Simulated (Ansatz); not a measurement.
A relaxation of cell and atoms of LaTl3 (Pm-3m, 4 atoms in the cell) with Ansatz (a program for electronic structure).

Method of the run: PBEsol, default PAW files made with PBE (plane waves; Ansatz).

The change in words: atoms on their sites; basis.ecutwfc: 420 eV → 210 eV; relax: default → cell and atoms. Reference geometry:
```xyz
4
Lattice="4.8376 0.0000 0.0000 0.0000 4.8376 0.0000 0.0000 0.0000 4.8376" Properties=species:S:1:pos:R:3 pbc="T T T"
La     0.0000     0.0000     0.0500
Tl     0.0000     2.4188     2.4188
Tl     2.4188     0.0000     2.4188
Tl     2.4188     2.4188     0.0000
```

Reference input (self-consistent single point, DFT, PBEsol, plane waves, default PAW files made with PBE): basis.ecutwfc = 420 eV; kpoints.mp_grid.grid = 5 5 5; hamiltonian.xc = pbesol; hamiltonian.pseudopotentials = {kind: paw} (the program's default PAW files); scf.occupations.method = fermi_dirac; scf.occupations.width = 0.1 eV. This run's input differs from it in these lines:

Ansatz 0.2 input:
```diff
@@ -7,3 +7,3 @@
   atoms:
-    - { symbol: La, position: [0.000000, 0.000000, 0.010336] }
+    - { symbol: La, position: [0.000000, 0.000000, 0.000000] }
     - { symbol: Tl, position: [0.000000, 0.500000, 0.500000] }
@@ -12,3 +12,3 @@
 basis:
-  ecutwfc: 420.0
+  ecutwfc: 210.0
 kpoints:
@@ -20,2 +20,4 @@
   occupations: { method: fermi_dirac, width: 0.1 }
+relax:
+  cell: {}
 output:
```

Output (repeated stretches shortened):

```
   [... SCF lines of the steps left out ...]
relax step   1: F+E_penalty+E_count = -40039.15151837 eV  Δ(F+E_penalty+E_count) = +0.000e0 eV  max|allowed force component| = 5.640e-29 eV/Å  Δτ_max = 0.0000 Å  P = -2.236 GPa  Ω = 113.213 Å³  (7 SCF iters, dr2 threshold 1.00e-7 eV, accepted)
relax step   2: F+E_penalty+E_count = -40041.95676644 eV  Δ(F+E_penalty+E_count) = -2.805e0 eV  max|allowed force component| = 1.683e-29 eV/Å  Δτ_max = 0.0000 Å  P = +17.453 GPa  Ω = 106.752 Å³  energy of the carried Pulay correction = +3.107e0 eV  [...]
   [... lines left out ...]
relax step  11: F+E_penalty+E_count = -40039.36889551 eV  Δ(F+E_penalty+E_count) = -9.310e-2 eV  max|allowed force component| = 4.168e-29 eV/Å  Δτ_max = 0.0000 Å  P = -0.033 GPa  Ω = 110.486 Å³  energy of the carried Pulay correction = +9.292e-2 eV  [...]
relax step  12: F+E_penalty+E_count = -40039.29126182 eV  Δ(F+E_penalty+E_count) = +7.763e-2 eV  max|allowed force component| = 2.429e-29 eV/Å  Δτ_max = 0.0000 Å  P = -0.026 GPa  Ω = 110.486 Å³  stress off target by 2.58e-2 GPa  SCF on the basis [...]
basis re-selected at this cell: Δ(F+E_penalty+E_count) = +7.763e-2 eV, ΔP = +0.007 GPa vs the last step
the relaxation is at rest under the 48 symmetry operations that the run kept from its start: a minimum is not shown …
Free energy (F): -40039.291262 eV
Internal energy: -40039.208256 eV  (E = F + TS)
E sigma→0 (E₀):  -40039.249759 eV
Entropy (-TS):   -0.083005 eV (-20.751 meV/atom)
Fermi energy:    11.785790 eV
--- Forces (eV/Å), atoms counted from 1 ---
  atom   1  La    -0.00000000     0.00000000    -0.00000000
   [... zero for the other atoms too ...]
   [... lines left out ...]
  cell:  # Å, volume = 110.4860 Å³
   [... lines left out ...]
    - [1.08333559371782e-33, 1.6049416203226965e-35, 4.79846553472027]
  atoms:
    - { symbol: La, position: [-2.2653754108176995e-46, -8.250586823997864e-48, 1.3601681706990764e-47] }
    - { symbol: Tl, position: [9.634782226940347e-47, 0.5, 0.5] }
    - { symbol: Tl, position: [0.5, -2.0106540722846065e-47, 0.5] }
    - { symbol: Tl, position: [0.5, 0.5, -4.233659300786038e-48] }
```

The run converged. 

Summary of the result:
```
Quantity                                                                                                                Value
-----------------------------------------------  ----------------------------------------------------------------------------
Free energy E − TS (on the zero of these files)                                                                -40039.2913 eV
Fermi level (on the code's own zero)                                                                                 11.79 eV
Pressure                                                                                                            -0.03 GPa
Final cell                                       a = 4.7985 Å, b = 4.7985 Å, c = 4.7985 Å, α = 90.00°, β = 90.00°, γ = 90.00°
Final volume per atom                                                                                                27.62 Å³
Relaxation steps                                                                                                           12
```

The starting cell comes from a database of computed structures (which also holds hypothetical and non-ambient phases and stackings), without a prior relaxation at this level. Its lattice was rescaled by up to half a per cent. The relaxation keeps the symmetry of its start, so its end need not be a minimum. Ansatz's pressure includes its estimate of the finite-basis (Pulay) stress. Without the estimate this run gives -76.97 GPa. The cutoff lies below the one recommended for these files.
